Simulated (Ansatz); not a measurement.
# A computed series for MoSi2: response to strain

Base system: MoSi2 (space group I4/mmm, No. 139; a = 3.2022 Å, c = 7.8195 Å). Axes: x, y, z lie along a, b, c of the conventional cell.

Strains are applied to the cell and any free atomic positions relax; under biaxial strain the out-of-plane vector relaxes too; under stress the whole cell relaxes.

Computed with r2SCAN (Ansatz, a first-principles code, PAW, no SOC), earlier PAW set.

Notes on the quantities. energy relative to the base: free energy F.

```json
[
 {"variant": "base", "energy relative to the base": "0 meV/atom", "shortest interatomic distance": "4.867 bohr", "space group": "I4/mmm (No. 139)"},
 {"variant": "biaxial strain +2.18 %, plane normal [001], relaxed out of plane", "energy relative to the base": "+19 meV/atom", "shortest interatomic distance": "4.824 bohr", "space group": "I4/mmm (No. 139)"},
 {"variant": "isotropic strain −5.83 %", "energy relative to the base": "+0.344 eV/atom", "shortest interatomic distance": "4.634 bohr", "space group": "I4/mmm (No. 139)"},
 {"variant": "uniaxial strain ε_yy = −1.24 %", "energy relative to the base": "+2.7 meV/atom", "shortest interatomic distance": "4.873 bohr", "space group": "Immm (No. 71)"},
 {"variant": "uniaxial stress, 1 GPa compression along x", "energy relative to the base": "+0.1 meV/atom", "shortest interatomic distance": "4.870 bohr", "space group": "Immm (No. 71)"},
 {"variant": "uniaxial stress, 0.5 GPa compression along z", "energy relative to the base": "0.0 meV/atom", "shortest interatomic distance": "4.863 bohr", "space group": "I4/mmm (No. 139)"}
]
```

The mesh was chosen for an insulator and is coarse for the gapless case. Without a gap, meshes like the base's 14×14×14 leave anisotropic stresses uncertain by several tenths of a GPa, and small strain energies with them. Beyond what the load breaks, stability against distortions was not tested. All final runs are without spin polarisation.
